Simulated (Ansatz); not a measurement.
Take Bi₂Te₃ in the Bi2Te3 type structure (space group R-3m, No. 166) as the base.

```
Bi2Te3
1.0
    2.19727     1.26859    10.46143
   -2.19727     1.26859    10.46143
    0.00000    -2.53719    10.46143
Bi Te
2 3
Cartesian
  0.00000   0.00000  12.50161
  0.00000   0.00000  18.88268
  0.00000   0.00000   0.00000
  0.00000   0.00000   6.70881
  0.00000   0.00000  24.67548
```

Calculations: r2SCAN+rVV10 (Ansatz, a quantum-chemistry and plane-wave program; PAW; 500 eV plane waves; no SOC).

Perturbation: Se takes the place of Te on all its sites, then cell and atoms are relaxed.

Measured lattice parameter a: Bi2Te3 4.386 Å (temperature not stated; as listed in Xin Luo, Michael B. Sullivan, Su Ying Quek, Physical Review B (2012)); Bi2Se3 4.143 Å (temperature not stated; as listed in Xin Luo, Michael B. Sullivan, Su Ying Quek, Physical Review B (2012)).

Problem. How well does r2SCAN+rVV10 reproduce the measured shift?

Solution. With r2SCAN+rVV10 the lattice parameter a moves by -0.250 Å (4.395 → 4.145) against -0.243 Å measured.

No phonon test of stability was made.
